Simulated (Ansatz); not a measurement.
**Pressure series in hypothetical zinc blende VSb**

Consider VSb in the zinc blende structure (space group F-43m, No. 216; a = 6.179 Å; ferromagnetic; a hypothetical phase, not in the database extracts checked).

Cell and atoms are relaxed at each pressure.

Level of theory: DFT with PBE, PAW potentials and a 420 eV plane-wave cutoff in Ansatz (a first-principles code), spin-orbit coupling left out.

```csv
pressure (GPa),volume per atom (Å³/atom)
-2,30.783
-1,30.100
0,29.485
1.8,?
4.2,27.494
30,21.679
45,19.884
60,18.600
```

Problem. Fit the third-order Birch–Murnaghan form P(V) = (3B₀/2)[(V₀/V)^(7/3) − (V₀/V)^(5/3)]·[1 + (3/4)(B₀′ − 4)((V₀/V)^(2/3) − 1)] (squares taken in P) to the rows shown and predict the withheld row.

Solution. Least squares on the printed values gives V₀ = 29.506 Å³/atom, B₀ = 53.5 GPa, B₀′ = 3.9; this predicts 28.587 Å³/atom, and the run gives 28.541 Å³/atom, 0.046 lower.

Other magnetic orders, which the real material may have, were not ruled out. Load acts through the strain it causes; cell and atoms are relaxed under it. Stability against distortions was not tested. Competing high-pressure phases were not computed.
